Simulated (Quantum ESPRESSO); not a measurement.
# Convergence study of shifted k-point meshes for Ta (Im-3m, 1 atom in the cell)

```xyz
1
Lattice="-1.6583 1.6583 1.6583 1.6583 -1.6583 1.6583 1.6583 1.6583 -1.6583" Properties=species:S:1:pos:R:3 pbc="T T T"
Ta     0.0000     0.0000     0.0000
```

Level of theory: PBE, SSSP 1.1.2 precision (PBE) pseudopotentials (plane waves; Quantum ESPRESSO 7.5).

Base settings: ecutwfc = 50 Ry; ecutrho = 400 Ry; occupations = smearing; smearing = gaussian; degauss = 0.0073499 Ry; potentials = {Ta: Ta_pbe_v1.uspp.F.UPF}; K_POINTS = automatic 14 14 14 0 0 0; conv_thr = 1e-10 Ry.

Only quantities that move along the ladder and can be compared are tabulated.

The count of work is k-points × plane waves × bands × iterations; it is no time. 

The starting cell has typed, rounded lattice constants, without a prior relaxation at this level. Its lattice was rescaled by up to half a per cent. Spin polarisation is off.

Steps (K_POINTS): automatic 2 2 2 1 1 1; automatic 3 3 3 1 1 1; automatic 4 4 4 1 1 1; automatic 5 5 5 1 1 1; automatic 6 6 6 1 1 1; automatic 7 7 7 1 1 1; automatic 8 8 8 1 1 1; automatic 9 9 9 1 1 1; automatic 10 10 10 1 1 1; automatic 11 11 11 1 1 1; automatic 12 12 12 1 1 1; automatic 13 13 13 1 1 1; automatic 15 15 15 1 1 1; automatic 18 18 18 1 1 1; automatic 22 22 22 1 1 1; automatic 27 27 27 1 1 1; automatic 33 33 33 1 1 1; automatic 41 41 41 1 1 1; automatic 46 46 46 1 1 1.

What is the coarsest K_POINTS that holds the free energy within 5 meV/atom of the last step, with all finer ones?

automatic 9 9 9 1 1 1, at 0.014 of the last step's count of work; the step before is off by 22 meV/atom.

What is the coarsest K_POINTS that holds the pressure within 0.2 GPa of the last step, with all finer ones?

automatic 13 13 13 1 1 1, at 0.034 of the last step's count of work; the step before is off by 0.24 GPa.

```csv
K_POINTS,free energy less the last step's (meV/atom),pressure (GPa),count of work / last
automatic 2 2 2 1 1 1,2260.76,29.86,0.0011
automatic 3 3 3 1 1 1,266.14,10.62,0.0014
automatic 4 4 4 1 1 1,-114.28,-5.06,0.0028
automatic 5 5 5 1 1 1,27.25,-2.97,0.0052
automatic 6 6 6 1 1 1,-23.07,-1.76,0.0049
automatic 7 7 7 1 1 1,19.93,1.12,0.0081
automatic 8 8 8 1 1 1,21.62,1.99,0.013
automatic 9 9 9 1 1 1,-2.30,-1.12,0.014
automatic 10 10 10 1 1 1,-2.01,-0.66,0.018
automatic 11 11 11 1 1 1,-0.92,0.85,0.023
automatic 12 12 12 1 1 1,-4.53,0.29,0.024
automatic 13 13 13 1 1 1,1.82,0.07,0.034
automatic 15 15 15 1 1 1,-0.94,0.02,0.042
automatic 18 18 18 1 1 1,-0.46,0.11,0.066
automatic 22 22 22 1 1 1,-0.06,-0.08,0.13
automatic 27 27 27 1 1 1,0.33,0.14,0.23
automatic 33 33 33 1 1 1,0.02,0.06,0.40
automatic 41 41 41 1 1 1,-0.04,0.03,0.72
automatic 46 46 46 1 1 1,0.00,0.05,1.0
```

Two neighbours can agree and both be off: automatic 9 9 9 1 1 1 and automatic 10 10 10 1 1 1 differ by 0.29 meV/atom in the free energy, yet lie about 2.0 meV/atom from the last step.
